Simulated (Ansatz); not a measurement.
GaAs under load (space group Imm2), Ansatz (a first-principles code) with r2SCAN with spin-orbit coupling, rigid bands. Condition of this run: uniaxial stress along [110] of -1 GPa (compression positive) (the target of the relaxation). Band gap 0.80 eV, N_c = 3.12e17 cm⁻³ and N_v = 6.37e18 cm⁻³ at 300 K, conductivity masses along y (a = (0.01, 2.84, 2.82) Å; b = (2.84, 0.01, 2.82) Å; c = (2.86, 2.86, 0.00) Å) of 0.0567 mₑ (electrons) and 0.392 mₑ (holes). Take k_BT = 0.02585 eV.

### Question
Find the intrinsic carrier density and the intrinsic Fermi level.

### Answer
n_i = √(N_c N_v) exp(−E_g/2k_BT) = 1.41e18 × exp(−15.47) = 2.7e11 cm⁻³. The level lies (k_BT/2) ln(N_v/N_c) = 39 meV from mid-gap (positive towards the conduction band). Each 0.1 eV added to the gap lowers n_i by a factor of 6.9.

### Question
What thermal injection velocity √(2k_BT/πm) limits a ballistic channel along the direction named?

### Answer
2.26e7 cm/s for electrons and 8.59e6 cm/s for holes, a ratio of √(m_h/m_e) = 2.63, for dilute carriers.

### Question
A film of it is 5 nm thick, with its normal along the direction named. Estimate the confinement energies in an infinite well.

### Answer
ħ²π²/(2m t²) = 0.376 eV·nm²/(m/mₑ × t²) gives 265 meV for electrons and 38.4 meV for holes, so the gap would widen to about 1.10 eV. Finite barriers and nonparabolic bands lower this, and with several valleys or bands the heaviest mass along the normal sets the lowest level, not this average.

Rigid bands with the computed gap; masses take one relaxation time for all states.
